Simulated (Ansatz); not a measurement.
The reference is CdSe in the wurtzite structure (space group P6_3mc, No. 186).

```cif
data_Cd2Se2
_chemical_formula_sum 'Cd2 Se2'
_space_group_name_H-M_alt 'P63mc'
_space_group_IT_number 186
_space_group_name_Hall 'P 6c -2c'
_cell_length_a 4.38272
_cell_length_b 4.38272
_cell_length_c 7.15447
_cell_angle_alpha 90.000
_cell_angle_beta 90.000
_cell_angle_gamma 120.000
loop_
_atom_site_label
_atom_site_type_symbol
_atom_site_symmetry_multiplicity
_atom_site_Wyckoff_symbol
_atom_site_fract_x
_atom_site_fract_y
_atom_site_fract_z
_atom_site_occupancy
Cd1 Cd 2 b 0.66667 0.33333 0.00047 1
Se1 Se 2 b 0.33333 0.66667 0.12473 1
```

Levels (all Ansatz, an electronic-structure program, PAW): PBE (420 eV, no spin-orbit coupling); r2SCAN (500 eV, without spin-orbit coupling); HSE06 (420 eV, without spin-orbit coupling); PBE+SOC (420 eV, with spin-orbit coupling).

At the geometry relaxed with PBE, these levels gave the following band gaps, in shuffled order: (a) 0.54 eV, (b) 0.43 eV, (c) 1.46 eV, (d) 1.03 eV.

Match each gap to its level.

(a) PBE; (b) PBE+SOC; (c) HSE06; (d) r2SCAN.

Single points use the geometry relaxed with PBE. Differences between runs with and without spin-orbit coupling are approximate. Stability against distortions was not tested.
